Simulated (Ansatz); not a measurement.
The reference is Cs$_{2}$AgBiBr$_{6}$ (space group Fm-3m, No. 225; a = 11.343 Å).

All numbers come from r2SCAN, PAW, 500 eV (Ansatz, a quantum-chemistry and plane-wave program; without spin-orbit coupling).

Base values:

| Property | Result |
|---|---|
| Gap character | indirect, X → L |
| Hole mass | 0.20 mₑ along k, 0.76 mₑ across (at X) |
| Density | 4.83 g/cm³ |

One thing is altered: full substitution Bi → Sb; the structure is relaxed again.

Q: What happens to the gap character?

A: The gap character stays indirect, X → L.

Q: How does this affect the hole mass?

A: The hole mass goes from 0.20 mₑ along k, 0.76 mₑ across (at X) to 0.17 mₑ along k, 0.80 mₑ across (at X).

Q: Estimate the effect on the density.

A: The density falls by 0.27 g/cm³ to 4.56 g/cm³.

With Bi and Sb present, leaving out spin-orbit coupling can change the band edges. Masses are band curvatures over ±0.01 Å⁻¹ around the edge. Along k means along the line from Γ to the band edge. No phonon test of stability was made. For Cs2AgSbBr6 in this form, whether it has been made was not checked.
